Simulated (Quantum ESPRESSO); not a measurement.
# Convergence test for SnAu3 (P6_3/mmc, 8 atoms in the cell)

```yaml
crystal:
  lattice:
    - [5.86464, 0.00000, 0.00000]
    - [-2.93232, 5.07893, 0.00000]
    - [0.00000, 0.00000, 5.14310]
  atoms:
    - { symbol: Sn, position: [0.33333, 0.66667, 0.75000] }
    - { symbol: Sn, position: [0.66667, 0.33333, 0.25000] }
    - { symbol: Au, position: [0.16525, 0.33049, 0.25000] }
    - { symbol: Au, position: [0.83476, 0.66951, 0.75000] }
    - { symbol: Au, position: [0.83476, 0.16525, 0.75000] }
    - { symbol: Au, position: [0.16525, 0.83476, 0.25000] }
    - { symbol: Au, position: [0.66951, 0.83476, 0.25000] }
    - { symbol: Au, position: [0.33049, 0.16525, 0.75000] }
```

Method of the run: PBEsol, GBRV 1.5 ultrasoft (PBESOL) pseudopotentials (plane waves; Quantum ESPRESSO).

The starting cell comes from a database of computed structures (which also holds hypothetical and non-ambient phases and stackings), without a prior relaxation at this level. In the base run, with a pressure of about -4 GPa the cell is away from its equilibrium volume at this level.

Held fixed: ecutwfc = 40 Ry; ecutrho = 320 Ry; occupations = smearing; smearing = gauss; degauss = 0.019992 Ry; potentials = {Sn: sn_pbesol_v1.4.uspp.F.UPF, Au: au_pbesol_v1.uspp.F.UPF}; K_POINTS = automatic 4 4 4 0 0 0; mixing_beta = 0.4.

ΔF is the free energy per atom less that of the last row (7.3e-14 Ry).

The series runs over conv_thr = 0.0073 Ry; 0.00073 Ry; 7.3e-05 Ry; 7.3e-06 Ry; 7.3e-07 Ry; 7.3e-08 Ry; 7.3e-10 Ry; 1e-10 Ry; 7.3e-12 Ry; 7.3e-14 Ry.

Question: From which setting on does the largest force stay within 0.01 eV/Å of the last one?

Answer: From conv_thr = 7.3e-05 Ry on; the one before it is off by 0.023 eV/Å. The value it settles on is 0.035 eV/Å at this level of theory and with the other settings as held.

| conv_thr | ΔF (meV/atom) | pressure (GPa) | largest force (eV/Å) | iterations |
|---|---|---|---|---|
| 0.0073 Ry | 1.11 | 2.11 | 0.028 | 4 |
| 0.00073 Ry | 0.20 | -2.77 | 0.057 | 5 |
| 7.3e-05 Ry | 0.03 | -4.43 | 0.032 | 6 |
| 7.3e-06 Ry | 0.03 | -4.43 | 0.032 | 6 |
| 7.3e-07 Ry | 0.00 | -3.54 | 0.039 | 8 |
| 7.3e-08 Ry | 0.00 | -3.61 | 0.031 | 9 |
| 7.3e-10 Ry | 0.00 | -3.60 | 0.035 | 13 |
| 1e-10 Ry | 0.00 | -3.59 | 0.035 | 16 |
| 7.3e-12 Ry | 0.00 | -3.59 | 0.035 | 16 |
| 7.3e-14 Ry | 0.00 | -3.59 | 0.035 | 20 |
